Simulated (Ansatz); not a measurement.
Band structure of AlCo3 (P6_3/mmc, 8 atoms in the cell).

```
AlCo3
1.0
    5.18853     0.00000     0.00000
   -2.59427     4.49340     0.00000
    0.00000     0.00000     4.17758
Al Co
2 6
Direct
  0.66667   0.33333   0.25000
  0.33333   0.66667   0.75000
  0.16488   0.32976   0.25000
  0.83512   0.67024   0.75000
  0.83512   0.16488   0.75000
  0.16488   0.83512   0.25000
  0.67024   0.83512   0.25000
  0.32976   0.16488   0.75000
```
Moments meant for the start (each program seeds them in its own way; μB, in the order of the atoms Al Al Co Co Co Co Co Co): 0.0 0.0 3.0 3.0 3.0 3.0 3.0 3.0.

Method of the run: LDA (PW92), PAW files made with PBE (plane waves; Ansatz, an electronic-structure program).

Settings: basis.ecutwfc = 420 eV; kpoints.mp_grid.grid = 5 5 5; hamiltonian.xc = lda; hamiltonian.pseudopotentials = {kind: paw} (the program's default PAW files); magnetization.spin_polarized = true; scf.occupations.method = gaussian; scf.occupations.width = 0.05 eV; kpoints.band_path.npoints = 8.

The starting cell comes from a database of computed structures (which also holds hypothetical and non-ambient phases and stackings), without a prior relaxation at this level. Its lattice was rescaled by a random factor within 2.5 % of one. The magnetic order is the one reached from the typed start; others were not searched systematically.

Levels in eV from the Fermi level, bands 54 to 61 of the first spin channel:
```
point     54     55     56     57     58     59     60    61
-----  -----  -----  -----  -----  -----  -----  -----  ----
Γ      -0.47  -0.43  -0.37  -0.34   0.42   0.42   0.73  1.69
M      -1.10  -0.89  -0.51  -0.48   0.51   1.98   2.64  3.49
K      -1.12  -0.92  -0.92  -0.49   2.41   2.71   2.90  2.90
A      -1.01  -0.39  -0.39   0.12   0.12   0.12   0.12  0.34
L      -1.07  -0.68  -0.68  -0.57  -0.57   0.63   0.63  1.05
H      -1.01  -0.79  -0.79  -0.61  -0.61  -0.35  -0.35  3.26
```

Bands cross the Fermi level along this path, so the cell is metallic at this level.

The net moment of the cell came out as 7.41 μB.

Keys are those of Ansatz 0.2.
